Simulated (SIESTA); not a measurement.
SIESTA run on CdH2O2 (P1, 10 atoms in the cell): self-consistent single point.

Computed with SIESTA with GGA PBEsol, numerical atomic orbitals DZP, PseudoDojo PBEsol standard norm-conserving potentials (rewritten from UPF to PSML).

```
CELL_PARAMETERS angstrom
      3.50558     0.00000     0.00000
     -0.06188     5.76582     0.00000
     -1.72295    -2.76158     5.19098
ATOMIC_POSITIONS crystal
  Cd 0.17074 0.15485 0.31425
  Cd 0.86375 0.84247 0.70148
  H  0.54231 0.72527 0.02738
  H  0.34914 0.30755 0.99483
  H  0.87868 0.37303 0.71845
  H  0.16389 0.66322 0.29138
  O  0.53749 0.88665 0.01214
  O  0.06960 0.30511 0.99479
  O  0.79611 0.39744 0.56166
  O  0.23908 0.83629 0.44790
```

Reference input (self-consistent single point, DFT, GGA PBEsol, numerical atomic orbitals DZP, PseudoDojo PBEsol standard norm-conserving potentials (rewritten from UPF to PSML)): XC.functional = GGA; XC.authors = PBEsol; potentials = PseudoDojo PBEsol standard; PAO.BasisSize = DZP; PAO.EnergyShift = 0.005 Ry; MeshCutoff = 400 Ry; kgrid.MonkhorstPack = 6 4 4 shifted by 0.5 0.5 0.5; OccupationFunction = MP; OccupationMPOrder = 0; ElectronicTemperature = 0.05 eV; MaxSCFIterations = 150; SCF.Mixer.Method = Pulay. This run's input differs from it in these lines:

```diff
@@ -37,5 +37,5 @@
 %block kgrid.MonkhorstPack
-    6   0   0  0.5
-    0   4   0  0.5
-    0   0   4  0.5
+    4   0   0  0.5
+    0   3   0  0.5
+    0   0   3  0.5
 %endblock kgrid.MonkhorstPack
```

Output (repeated stretches shortened):

```
        iscf     Eharris(eV)        E_KS(eV)     FreeEng(eV)     dDmax    Ef(eV) dHmax(eV)
   scf:    1   -11362.653352   -11380.435182   -11380.435182  1.637133 -4.767534  9.930040
   scf:    2   -11390.142858   -11385.564136   -11385.564136  0.096633 -5.439891  7.351409
   scf:    3   -11392.222897   -11391.023408   -11391.023408  0.400406 -5.162724  0.789318
   scf:    4   -11391.053428   -11391.038715   -11391.038715  0.003804 -5.161205  0.695971
   scf:    5   -11391.148460   -11391.116698   -11391.116698  0.034661 -5.347070  0.105469
   [... 7 lines left out ...]
   scf:   13   -11391.118711   -11391.118711   -11391.118711  0.000013 -5.315609  0.000089
   scf:   14   -11391.118711   -11391.118711   -11391.118711  0.000012 -5.315631  0.000065
   scf:   15   -11391.118711   -11391.118711   -11391.118711  0.000015 -5.315655  0.000037
   scf:   16   -11391.118711   -11391.118711   -11391.118711  0.000002 -5.315656  0.000031
SCF Convergence by DM+H criterion
max |DM_out - DM_in|         :     0.0000016270
max |H_out - H_in|      (eV) :     0.0000314766
SCF cycle converged after 16 iterations

Using DM_out to compute the final energy and forces

siesta: E_KS(eV) =           -11391.1187

siesta: E_KS - E_eggbox =    -11391.1187

siesta: Atomic forces (eV/Ang):
     1    0.027775    0.006699   -0.039453
     2    0.030354   -0.062228    0.044507
     3    0.001724   -0.753285    0.021308
     4    0.645845    0.010202    0.005560
     5    0.035539   -0.452853    0.650213
     6    0.044744   -0.471514   -0.621666
     7   -0.015403    1.036981   -0.073178
     8   -0.720368   -0.151502    0.045631
     9   -0.027565    0.374922   -0.716380
    10   -0.019191    0.460550    0.685807
   Tot    0.003453   -0.002029    0.002349
   Max    1.036981
   [... lines left out ...]
siesta: FreeEng =    -11391.118711
   [... lines left out ...]
siesta:     0.027143    0.001324   -0.000268
siesta:     0.001324    0.017660    0.002284
siesta:    -0.000268    0.002284    0.025174

siesta: Cell volume =        104.922791 Ang**3

siesta: Pressure (static):
siesta:                Solid            Molecule  Units
siesta:          -0.00025405         -0.00041658  Ry/Bohr**3
siesta:          -0.02332548         -0.03824830  eV/Ang**3
siesta:         -37.37154117        -61.28053632  kBar
```

The run converged in 16 iterations. Against the reference run the free energy is nearly the same (within 1 meV/atom), the pressure hardly changes (-3.73 to -3.74 GPa), the largest force hardly changes (1.039 to 1.040 eV/Å) and the gap on the mesh goes from 2.142 to 2.538 eV.

The starting cell comes from a database of computed structures (which also holds hypothetical and non-ambient phases and stackings), without a prior relaxation at this level. Values carry the incompleteness of an atom-centred basis. With a pressure of about -4 GPa the cell is away from its equilibrium volume at this level. Forces in this geometry exceed 1 eV/Å. Another mesh or the band path of this cell gives a smaller gap, so this value is not converged in the mesh.

Cost on one core of a shared machine: roughly 50 s.
